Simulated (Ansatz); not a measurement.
A self-consistent single point of CaAlSiH (P3m1, 4 atoms in the cell) with Ansatz (a first-principles code).

Method: PBEsol, default PAW files made with PBE (plane waves; Ansatz).

The change in words: lattice scaled by 0.98; basis.ecutwfc: 420 eV → 170 eV. Reference geometry:
```yaml
crystal:
  lattice:
    - [4.13085, 0.00000, 0.00000]
    - [-2.06542, 3.57742, 0.00000]
    - [0.00000, 0.00000, 4.68414]
  atoms:
    - { symbol: Ca, position: [0.00000, 0.00000, 0.01059] }
    - { symbol: Al, position: [0.66667, 0.33333, 0.45711] }
    - { symbol: Si, position: [0.33333, 0.66667, 0.56589] }
    - { symbol: H, position: [0.66667, 0.33333, 0.08378] }
```

Reference input (self-consistent single point, DFT, PBEsol, plane waves, default PAW files made with PBE): basis.ecutwfc = 420 eV; kpoints.mp_grid.grid = 7 7 5; hamiltonian.xc = pbesol; hamiltonian.pseudopotentials = {kind: paw} (the program's default PAW files); scf.occupations.method = fermi_dirac; scf.occupations.width = 0.01 eV. This run's input differs from it in these lines:

Ansatz 0.2 input:
```diff
@@ -3,12 +3,12 @@
   lattice:
-    - [4.13085000, 0.00000000, 0.00000000]
-    - [-2.06542500, 3.57742100, 0.00000000]
-    - [0.00000000, 0.00000000, 4.68413500]
+    - [4.04823300, 0.00000000, 0.00000000]
+    - [-2.02411600, 3.50587300, 0.00000000]
+    - [0.00000000, 0.00000000, 4.59045200]
   atoms:
-    - { symbol: Ca, position_ang: [0.00000000, 0.00000000, 4.73375873] }
-    - { symbol: Al, position_ang: [2.06542707, 1.19247247, 2.14116495] }
-    - { symbol: Si, position_ang: [-0.00000207, 2.38494853, 2.65070516] }
-    - { symbol: H, position_ang: [2.06542707, 1.19247247, 0.39243683] }
+    - { symbol: Ca, position_ang: [0.00000000, 0.00000000, 4.63908325] }
+    - { symbol: Al, position_ang: [2.02411869, 1.16862316, 2.09834151] }
+    - { symbol: Si, position_ang: [-0.00000169, 2.33724984, 2.59769088] }
+    - { symbol: H, position_ang: [2.02411869, 1.16862316, 0.38458807] }
 basis:
-  ecutwfc: 420.0
+  ecutwfc: 170.0
 kpoints:
```

Log, with long lists cut:

```
SCF iter   1: F=—  HF=-2952.032160 eV  |F-HF|=—  |Δ(HF+E_count)|=         —  Δρ=4.38e-2  dr2=5.82e-1  ethr=1.77e-3  ⟨swp⟩=6.5  Hψ=2847  notcnv=0
all-band conjugate gradients solve this SCF's bands
preconditioner: auto → none
SCF iter   2: F=—  HF=-2951.756344 eV  |F-HF|=—  |Δ(HF+E_count)|=   2.76e-1  Δρ=1.61e-2  dr2=5.69e-2  ethr=1.77e-3  ⟨swp⟩=2.0  Hψ=1089  notcnv=0
   [... lines left out ...]
SCF iter   5: F=—  HF=-2951.738282 eV  |F-HF|=—  |Δ(HF+E_count)|=   1.23e-4  Δρ=2.35e-4  dr2=2.76e-5  ethr=2.22e-6  ⟨swp⟩=2.3  Hψ=643  notcnv=0
SCF iter   6: F=—  HF=-2951.738302 eV  |F-HF|=—  |Δ(HF+E_count)|=   1.95e-5  Δρ=5.88e-5  dr2=3.29e-6  ethr=1.53e-7  ⟨swp⟩=2.1  Hψ=588  notcnv=0
SCF iter   7: F=—  HF=-2951.738301 eV  |F-HF|=—  |Δ(HF+E_count)|=   6.58e-7  Δρ=2.06e-5  dr2=1.97e-7  ethr=1.83e-8  ⟨swp⟩=2.3  Hψ=571  notcnv=0
SCF iter   8: F=-2951.738301 eV  HF=-2951.738301 eV  |F-HF|=5.75e-9  |Δ(HF+E_count)|=   4.10e-9  Δρ=2.65e-6  dr2=8.93e-9  ethr=5.56e-10  ⟨swp⟩=4.1  Hψ=1248  notcnv=0
SCF 1 converged in 8 iterations: F = -2951.738301 eV  dr2 = 8.93e-9
Free energy (F): -2951.738301 eV
Internal energy: -2951.738301 eV  (E = F + TS)
E sigma→0 (E₀):  -2951.738301 eV
Fermi energy:    7.732701 eV
--- Forces (eV/Å), atoms counted from 1 ---
  atom   1  Ca     0.00000000    -0.00000000    -0.12897474
  atom   2  Al     0.00000000    -0.00000000     0.44024423
  atom   3  Si    -0.00000000     0.00000000     0.26411309
  atom   4  H      0.00000000     0.00000000    -0.57475197
--- Stress (GPa, compression-positive) ---
        7.852726      -0.000000      -0.000000
       -0.000000       7.852726      -0.000000
       -0.000000      -0.000000       4.636625
  P = ⅓ Tr σ = 6.7807 GPa (67.807 kbar)
  The stress holds the Pulay correction. Without it, at fixed plane waves, as pw.x and ABINIT print it: P = -38.6333 GPa
```

The run converged in 8 iterations. Against the reference run the free energy rises by 1.33 eV/atom, the pressure goes from -1.22 to 6.78 GPa, the largest force goes from 0.181 to 0.575 eV/Å and the gap on the mesh hardly changes (0.529 to 0.537 eV).

The starting cell comes from a database of computed structures (which also holds hypothetical and non-ambient phases and stackings), without a prior relaxation at this level. Its lattice was rescaled by up to half a per cent. One atom was moved a little off its site on purpose. For this run, on top of that: lattice scaled by 0.98. Ansatz's pressure includes its estimate of the finite-basis (Pulay) stress. Without the estimate this run gives -38.63 GPa. The cutoff lies below the one recommended for these files.
